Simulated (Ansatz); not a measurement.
The starting structures come from a database of crystals and need not be the phases stable at ambient conditions.

Consider the following.

```xyz
6
Lattice="3.9974 0.0000 0.0000 0.0000 12.5855 0.0000 1.9987 0.0000 3.4619" Properties=species:S:1:pos:R:3 pbc="T T T"
Cd     3.9974     1.5730     2.3079
Cd     1.9987     7.8657     1.1540
Br     0.0000     3.1501     0.0000
Br     0.0000     9.4428     0.0000
Br     1.9987    -0.0033     1.1540
Br     3.9974     6.2894     2.3079
```

Space group of this cell: P6_3mc. The cell was relaxed by PBE-D3(BJ).

Transport runs along the normal of the first two printed cell vectors, the (100) plane of the conventional cell.

No gap correction and no spin-orbit coupling; mid-gap values are interpolated between computed energies.

Q: State the band gap and the smallest decay constant κ at mid-gap according to Ansatz (a first-principles code) with r2SCAN.

A: Gap 3.44 eV on a 10×4×10 mesh; κ = 0.266 1/Å, at the zone centre.
